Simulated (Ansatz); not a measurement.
Levels about the gap of amorphous In9Ga9Zn9O37Li2 (66 atoms in a cell of 818 Å³, 5.79 g/cm³; zone centre alone, so wide bands show as single levels with stretches between that a denser mesh fills), at the geometry that PBE relaxed, where it gives 0.9 GPa on a denser mesh. The participation number counts the atoms over which a state spreads; weights are charges in smoothed Voronoi cells. The levels come from a single point, so bond lengths are those of that geometry. Method of the levels: PBE, scalar-relativistic without spin-orbit coupling (Ansatz, a first-principles code). Sampling: the zone centre alone; Fermi-Dirac width 0.02 eV; no spin polarisation.

The cell was made by melting and quenching with the CHGNet potential and then relaxed with DFT. O atoms were pushed apart under 1.9 Å during the dynamics, to hinder bonds among them. The hot cell started wider than the set density and was brought back towards it in steps. It is the lowest in DFT energy of 2 quenches. It is a model cell: composition and starting density were chosen by hand, and all elements were melted together. No dispersion term was used. Its density started from a set value of 5.79 and ended at 5.79 g/cm³. The quench (nominally 260 K/ps over its main leg) was far faster than any real one, so the model tends to hold more defects than a real film. Values belong to this one cell and scatter from quench to quench. The volume was held where the preparation left it and the shape relaxed, at a PBE pressure of 0.9 GPa. Stress components on the final sampling reach 1.0 GPa.

| E - E(highest filled), eV | filling | participation number | largest on | weight O | weight In | weight Zn | weight Ga |
|---|---|---|---|---|---|---|---|
| -0.41 | filled | 23.5 | O, 4 neighbours | 0.85 | 0.02 | 0.10 | 0.02 |
| -0.31 | filled | 30.3 | O, 4 neighbours | 0.83 | 0.02 | 0.13 | 0.02 |
| -0.26 | filled | 15.4 | O, 4 neighbours | 0.84 | 0.02 | 0.13 | 0.01 |
| -0.22 | filled | 15.6 | O, 4 neighbours | 0.85 | 0.02 | 0.11 | 0.01 |
| -0.11 | filled | 12.4 | O, 4 neighbours | 0.86 | 0.02 | 0.08 | 0.04 |
| -0.02 | filled | 8.3 | O, 4 neighbours | 0.86 | 0.01 | 0.11 | 0.01 |
| 0.00 | filled | 13.8 | O, 4 neighbours | 0.81 | 0.01 | 0.16 | 0.01 |
| 0.92 | empty | 60.9 | In, 5 neighbours | 0.51 | 0.20 | 0.15 | 0.12 |
| 3.50 | empty | 25.1 | In, 5 neighbours | 0.58 | 0.26 | 0.11 | 0.05 |
| 3.76 | empty | 32.1 | In, 6 neighbours | 0.59 | 0.24 | 0.10 | 0.06 |
| 3.85 | empty | 37.9 | In, 5 neighbours | 0.59 | 0.27 | 0.08 | 0.06 |
| 3.91 | empty | 29.7 | In, 5 neighbours | 0.56 | 0.23 | 0.11 | 0.09 |
| 3.95 | empty | 37.5 | In, 6 neighbours | 0.58 | 0.27 | 0.07 | 0.08 |
| 4.37 | empty | 40.8 | In, 5 neighbours | 0.58 | 0.16 | 0.14 | 0.12 |

Most localised among these is the filled level at -0.02 eV, on a O atom, which has 4 neighbours (Ga 1.90 Å, Zn 1.96 Å, Ga 1.96 Å, Li 2.00 Å).
